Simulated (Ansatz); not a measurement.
```yaml
crystal:
  lattice:
    - [3.09002, 0.00000, 0.00000]
    - [1.54501, 2.67604, 0.00000]
    - [0.00000, 0.00000, 5.56181]
  atoms:
    - { symbol: Cd, position: [0.66667, 0.66667, 0.75000] }
    - { symbol: Cd, position: [0.33333, 0.33333, 0.25000] }
```

No spin polarisation.

Calculations: PBE (Ansatz, a first-principles code), without spin-orbit coupling. k-mesh 22×22×10 (Γ-centred); smearing 0.1 eV (Fermi–Dirac).

Problem. What band gap does the calculation give?

Solution. Zero.

Problem. What pressure (mean of the normal stresses, compression positive) does the calculation give?

Solution. -0.6 GPa.

The cells carry an imposed strain or load. Stability against distortions was not tested. The cell was made from Cd in the hcp (Mg type) structure (space group P6_3/mmc, No. 194) by this change: biaxial strain +2.00 %, plane normal [001], relaxed out of plane.
